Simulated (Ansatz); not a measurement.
Consider Cs$_{2}$AgBiBr$_{6}$ (space group Fm-3m, No. 225; a = 11.187 Å).

Level of theory: DFT with PBEsol, PAW potentials and a 420 eV plane-wave cutoff in Ansatz (a program for electronic structure), scalar-relativistic without spin-orbit coupling.

One change was made to it. Results:

```json
[
 {"quantity": "density", "base": "5.04 g/cm³", "after": "5.26 g/cm³"},
 {"quantity": "band gap", "base": "1.10 eV", "after": "zero"},
 {"quantity": "shortest interatomic distance", "base": "2.753 Å", "after": "2.706 Å"}
]
```

### Question
What was done to the base?
(A) Cs → K
(B) Ag → Ni
(C) Bi → Tl

### Answer
C, Bi → Tl. For comparison, the density in the other runs: Cs → K gives 4.22 g/cm³; Ag → Ni gives 5.32 g/cm³.

With Bi and Tl present, leaving out spin-orbit coupling can change the band edges. No phonon test of stability was made. As relaxed here, Cs2NiBiBr6 is a hypothetical phase, not in the database extracts checked. For Cs2TlAgBr6 and K2AgBiBr6 in this form, whether it has been made was not checked. No Hubbard U is applied and the magnetic state is the run's own (Cs2NiBiBr6 ferromagnetic); small cells can't hold the antiferromagnetic order that many such compounds have, so gaps and moments can be off. Spin-polarised in the final run: Cs2NiBiBr6; the other runs are not. The zero or small gap of Cs2TlAgBr6 can change with the level of theory.
